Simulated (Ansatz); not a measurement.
Start from BN (space group R3m, No. 160; a cell from a computed database, its experimental status unchecked; layered, stacked along the Cartesian z axis).

```
BN
1.0
    1.24971     0.72152     3.25299
   -1.24971     0.72152     3.25299
    0.00000    -1.44304     3.25299
B N
1 1
Direct
  0.99970   0.99970   0.99970
  0.33274   0.33274   0.33274
```

Cartesian axes are those of the cell as printed.

The values are results of DFT with r2SCAN+rVV10, PAW potentials and a 500 eV plane-wave cutoff in Ansatz (a program for electronic structure), no SOC, earlier PAW set, not measurements.

Now apply this change: the symmetric strain tensor [-0.0054 -0.0049 -0.0134; -0.0049 0.0082 -0.0088; -0.0134 -0.0088 0.0016]; the atoms relax in the strained cell.

Q: How does this affect the stress?

A: The stress (xx, yy, zz, yz, xz, xy; compression positive) amounts to (3.40, -6.61, 0.00, 0.19, 0.16, 3.62) GPa.

Q: Predict the new energy relative to the base.

A: The energy goes up by 3.2 meV/atom.

No phonon test of stability was made.
